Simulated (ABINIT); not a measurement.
A self-consistent single point of BaSrHfZrO6 (F-43m, 10 atoms in the cell) with ABINIT.

Method of the run: revPBE, PAW (JTH v2.0 PBE PAW, files made for PBE) (plane waves; ABINIT 10.0.3).

```yaml
crystal:
  lattice:
    - [0.00000, 4.20151, 4.20151]
    - [4.20151, 0.00000, 4.20151]
    - [4.20151, 4.20151, 0.00000]
  atoms:
    - { symbol: Ba, position: [0.75000, 0.75000, 0.75000] }
    - { symbol: Sr, position: [0.25000, 0.25000, 0.25000] }
    - { symbol: Zr, position: [0.50000, 0.50000, 0.50000] }
    - { symbol: Hf, position: [0.00000, 0.00000, 0.00000] }
    - { symbol: O, position: [0.75184, 0.24816, 0.24816] }
    - { symbol: O, position: [0.75184, 0.24816, 0.75184] }
    - { symbol: O, position: [0.24816, 0.75184, 0.75184] }
    - { symbol: O, position: [0.24816, 0.75184, 0.24816] }
    - { symbol: O, position: [0.75184, 0.75184, 0.24816] }
    - { symbol: O, position: [0.24816, 0.24816, 0.75184] }
```

Reference input (self-consistent single point, DFT, LDA (PW92), plane waves, PAW (JTH v2.0 LDA PAW)): ecut = 24 Ha; pawecutdg = 48 Ha; occopt = 1; ngkpt = 4 4 4; nshiftk = 1; shiftk = 0 0 0; potentials = JTH v2.0 LDA PAW; nband = 44; kptopt = 1; nstep = 50; tolvrs = 1e-10; diemac = 4. This run's input differs from it in these lines:

```diff
@@ -1,4 +1,4 @@
-# BaSrHfZrO6, JTH v2.0 LDA PAW
+# BaSrHfZrO6, JTH v2.0 PBE PAW
 pp_dirpath "./"
-pseudos "Ba.LDA_PW-JTH.xml, Sr.LDA_PW-JTH.xml, Zr.LDA_PW-JTH.xml, Hf.LDA_PW-JTH.xml, O.LDA_PW-JTH.xml"
+pseudos "Ba.GGA_PBE-JTH.xml, Sr.GGA_PBE-JTH.xml, Zr.GGA_PBE-JTH.xml, Hf.GGA_PBE-JTH.xml, O.GGA_PBE-JTH.xml"
 acell 3*1.0
@@ -25,2 +25,3 @@
 pawecutdg 48
+ixc 14
 occopt 1
```

Its files differ too (potentials: JTH v2.0 LDA PAW → JTH v2.0 PBE PAW).

The program printed (abridged):

```
--- !BeginCycle
solver: {iscf: 17, nstep: 50, nline: 4, wfoptalg: 10, }
tolerances: {tolvrs: 1.00E-10, }
...

     iter   Etot(hartree)      deltaE(h)  residm     nres2
 ETOT  1  -248.42140754375    -2.484E+02 3.514E+00 1.140E+02
 ETOT  2  -251.71662189890    -3.295E+00 5.463E-02 4.516E+01
 ETOT  3  -251.69289442804     2.373E-02 1.892E-02 7.690E+00
 ETOT  4  -251.69351920647    -6.248E-04 1.069E-02 5.789E+00
 ETOT  5  -251.68752315786     5.996E-03 3.085E-03 9.495E-02
   [... 6 lines left out ...]
 ETOT 12  -251.68782331849    -6.899E-10 7.416E-04 2.306E-08
 ETOT 13  -251.68782331884    -3.480E-10 4.219E-04 5.463E-09
 ETOT 14  -251.68782331899    -1.490E-10 6.136E-04 7.702E-10
 ETOT 15  -251.68782331902    -2.538E-11 3.158E-04 4.538E-11
 At SCF step   15       nres2   =  4.54E-11 < tolvrs=  1.00E-10 =>converged.

 Cartesian components of stress tensor (hartree/bohr^3)
  sigma(1 1)= -2.84753947E-05  sigma(3 2)=  0.00000000E+00
  sigma(2 2)= -2.84753947E-05  sigma(3 1)=  0.00000000E+00
  sigma(3 3)= -2.84753947E-05  sigma(2 1)=  0.00000000E+00

 ----iterations are completed or convergence reached----

 reduced coordinates (array xred) for   10 atoms
       0.750000000000      0.750000000000      0.750000000000
       0.250000000000      0.250000000000      0.250000000000
       0.500000000000      0.500000000000      0.500000000000
       0.000000000000      0.000000000000      0.000000000000
       0.751840000000      0.248160000000      0.248160000000
       0.751840000000      0.248160000000      0.751840000000
   [... lines left out ...]
 Fermi (or HOMO) energy (eV) =   3.34019   Average Vxc (eV)= -10.51790
   [... lines left out ...]
local_psp           : -1.58505003900759E+02
total_energy        : -2.51687821498676E+02
total_energy_eV     : -6.84877392368763E+03
...

-Cartesian components of stress tensor (GPa)         [Pressure=  8.3777E-01 GPa]
- sigma(1 1)= -8.37774896E-01  sigma(3 2)=  0.00000000E+00
- sigma(2 2)= -8.37774896E-01  sigma(3 1)=  0.00000000E+00
- sigma(3 3)= -8.37774896E-01  sigma(2 1)=  0.00000000E+00

 Calculation completed.
```

The run converged in 15 iterations. 

The starting cell comes from a database of computed structures (which also holds hypothetical and non-ambient phases and stackings), without a prior relaxation at this level. The potentials were made for another functional than the one used.

These are the values that this program gave, and no reference: the one-centre exchange-correlation terms come from a truncated expansion.

Cost on one core of a shared machine: roughly 3 min.
